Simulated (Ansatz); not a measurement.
Consider Mg₂Ge in the anti-fluorite structure (space group Fm-3m, No. 225; a = 6.4212 Å).

Level of theory: PBE/PAW in Ansatz (a first-principles code), no spin-orbit coupling.

One change was made to it. Results:

| quantity | base | after |
|---|---|---|
| band gap | 0.17 eV | zero |
| lattice parameter a | 6.421 Å | 5.778 Å |

Q: Name the change that was made.
A. pressure −1 GPa
B. pressure 2.1 GPa
C. pressure 30 GPa

A: C, pressure 30 GPa. For comparison, the band gap in the other runs: pressure 2.1 GPa gives 0.13 eV; pressure −1 GPa gives 0.18 eV.

A case with no gap was solved on a k-mesh chosen for an insulator, which is coarse for it. Load acts through the strain it causes; cell and atoms are relaxed under it. No phonon test of stability was made. Competing high-pressure phases were not computed. All final runs are without spin polarisation. A zero or small gap of Mg2Ge can be the functional's error rather than a property of the material.
